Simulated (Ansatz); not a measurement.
Here is the system:

```yaml
crystal:
  lattice:
    - [3.61151, -5.69532, 0.00711]
    - [3.61151, 5.69532, 0.00711]
    - [-3.31220, 0.00000, 3.95744]
  atoms:
    - { symbol: La, position: [0.63071, 0.36929, 0.75000] }
    - { symbol: La, position: [0.36929, 0.63071, 0.25000] }
    - { symbol: Nb, position: [0.09931, 0.90069, 0.75000] }
    - { symbol: Nb, position: [0.90069, 0.09931, 0.25000] }
    - { symbol: O, position: [0.79755, 0.73411, 0.30687] }
    - { symbol: O, position: [0.20245, 0.26589, 0.69313] }
    - { symbol: O, position: [0.26589, 0.20245, 0.19313] }
    - { symbol: O, position: [0.73411, 0.79755, 0.80687] }
    - { symbol: O, position: [0.05618, 0.64693, 0.83982] }
    - { symbol: O, position: [0.94382, 0.35307, 0.16018] }
    - { symbol: O, position: [0.35307, 0.94382, 0.66018] }
    - { symbol: O, position: [0.64693, 0.05618, 0.33982] }
```

No spin polarisation.

Level of theory: DFT with PBEsol, PAW potentials and a 420 eV plane-wave cutoff in Ansatz (a first-principles code), no spin-orbit coupling. Settings: 6×6×7 k-points, 0.05 eV Fermi–Dirac smearing.

**Question.** Predict the valence-band top at Γ and smallest direct gap.

**Answer.** 
- Valence-band top at Γ (three highest levels, from the VBM): 0.00, -0.34, -0.55 eV
- Smallest direct gap: 3.78 eV

Load acts through the strain it causes; cell and atoms are relaxed under it. Stability under load was not tested beyond the relaxation. The cell was made from LaNbO₄ (space group C2/c, No. 15) by this change: uniaxial stress, 1 GPa tension along z.
